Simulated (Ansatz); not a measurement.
Strongest site found for several adsorbates on fcc Al (111).

Method: PBE (plane waves to 420 eV, PAW; Ansatz, a program for electronic structure).

Counted are starts at which the adsorbate stayed whole and on top. Thin slabs; no dispersion, zero-point or thermal terms; negative values mean binding.

```tsv
adsorbate, area an adsorbate	reference	bonded to	E_ads (eV)	shortest bond to the host (Å)
Cl, 14 Å²	½ Cl2(g)	2 Al	-1.53	2.35
Ni, 28 Å²	an atom of fcc Ni, ferromagnetic	3 Al	0.66	2.28
Cu, 7 Å²	an atom of fcc Cu	3 Al	0.14	2.54
C, 28 Å²	an atom of graphite	4 Al	[?]	[?]
H2O, 28 Å²	H2O(g)	Al	-0.23	[?]
OH, 28 Å²	H2O(g) − ½ H2(g)	2 Al	-0.73	1.95
O, 28 Å²	½ O2(g)	3 Al	-4.27	1.86
CH3, 28 Å²	CH4(g) − ½ H2(g)	Al	[?]	2.01
```

**Question.** Complete the blanks.

**Answer.** 
- C, 28 Å², E_ads (eV): 1.31
- C, 28 Å², shortest bond to the host (Å): 1.87
- H2O, 28 Å², shortest bond to the host (Å): 2.20
- CH3, 28 Å², E_ads (eV): 0.64
